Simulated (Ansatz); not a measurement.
**Nb, response to strain**

Start from Nb in the bcc (W type) structure (space group Im-3m, No. 229; a = 3.273 Å; relaxed with 0.1 eV smearing). Axes: x, y, z lie along the cube axes.

Strains are applied to the cell and any free atomic positions relax.

All numbers come from Kohn–Sham DFT with the PBEsol functional, run in Ansatz (an electronic-structure program) with PAW and 420 eV plane waves, no spin-orbit coupling.

Notes on the quantities. energy relative to the base: free energy F; pressure: mean of the normal stresses, compression positive.

```json
[
 {"change": "base", "energy relative to the base": "0 meV/atom", "volume per atom": "17.53 Å³", "pressure": "0.0 GPa"},
 {"change": "uniaxial strain ε_zz = −3.00 %", "energy relative to the base": "+13 meV/atom", "volume per atom": "17.00 Å³", "pressure": "5.9 GPa"},
 {"change": "uniaxial strain ε_zz = −2.50 %", "energy relative to the base": "+9.2 meV/atom", "volume per atom": "17.09 Å³", "pressure": "4.8 GPa"},
 {"change": "uniaxial strain ε_zz = −2.00 %", "energy relative to the base": "+5.9 meV/atom", "volume per atom": "17.18 Å³", "pressure": "3.8 GPa"},
 {"change": "uniaxial strain ε_zz = −1.00 %", "energy relative to the base": "+1.5 meV/atom", "volume per atom": "17.35 Å³", "pressure": "1.9 GPa"},
 {"change": "uniaxial strain ε_zz = +0.50 %", "energy relative to the base": "+0.4 meV/atom", "volume per atom": "17.62 Å³", "pressure": "-0.9 GPa"},
 {"change": "uniaxial strain ε_zz = +1.00 %", "energy relative to the base": "?", "volume per atom": "17.70 Å³", "pressure": "?"},
 {"change": "uniaxial strain ε_zz = +2.00 %", "energy relative to the base": "+5.6 meV/atom", "volume per atom": "17.88 Å³", "pressure": "-3.4 GPa"},
 {"change": "uniaxial strain ε_zz = +2.50 %", "energy relative to the base": "+8.6 meV/atom", "volume per atom": "17.97 Å³", "pressure": "-4.2 GPa"},
 {"change": "uniaxial strain ε_zz = +3.00 %", "energy relative to the base": "+12 meV/atom", "volume per atom": "18.06 Å³", "pressure": "-5.0 GPa"}
]
```

Problem. Fill in the withheld entries from the trend.

Solution. 
- uniaxial strain ε_zz = +1.00 %, energy relative to the base: +1.4 meV/atom
- uniaxial strain ε_zz = +1.00 %, pressure: -1.8 GPa

Whether these cells are dynamically stable was not tested. The final runs are not spin-polarised.
